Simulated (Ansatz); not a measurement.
The reference is ZnS in the zinc blende structure (space group F-43m, No. 216; a = 5.357 Å).

Structures relaxed with PBEsol in Ansatz (plane waves to 420 eV, PAW, spin-orbit coupling left out).

Base:

Simulated powder pattern, Cu Kα1, λ = 1.54056 Å (kinematic, ideal powder, no thermal factors, no anomalous dispersion; the 14 strongest lines at most, above 2 %, up to 2θ = 90°):

```
2θ (°)  I/Imax (%)    hkl
------  ----------  -----
28.84          100  (111)
33.43           12  (200)
48.00           60  (220)
56.97           41  (311)
59.75          3.1  (222)
70.23          9.0  (400)
77.63           15  (331)
80.05          3.5  (420)
89.57           19  (422)
```

After one change:

Simulated powder pattern, Cu Kα1, λ = 1.54056 Å (kinematic, ideal powder, no thermal factors, no anomalous dispersion; the 14 strongest lines at most, above 2 %, up to 2θ = 90°):

```
2θ (°)  I/Imax (%)
------  ----------
29.77          100
34.51           12
49.61           59
58.93           40
61.83          3.0
72.78          8.8
80.56           15
83.10          3.3
```

What was done to the base?
A) pressure 4.5 GPa
B) pressure −2 GPa
C) pressure 9 GPa
D) pressure 15 GPa

C, pressure 9 GPa. Its volume per atom is 17.51 Å³ against 19.21 Å³, and its space group is F-43m (No. 216).

Load acts through the strain it causes; cell and atoms are relaxed under it. Whether these cells are dynamically stable was not tested. Measured, ZnS leaves this structure (for rock salt) near 14.7 GPa (temperature not stated; as listed in Datta, Sujoy, Jana, Debnarayan, arXiv (2020)), on rising pressure, with hysteresis.

Ansatz is a first-principles code.
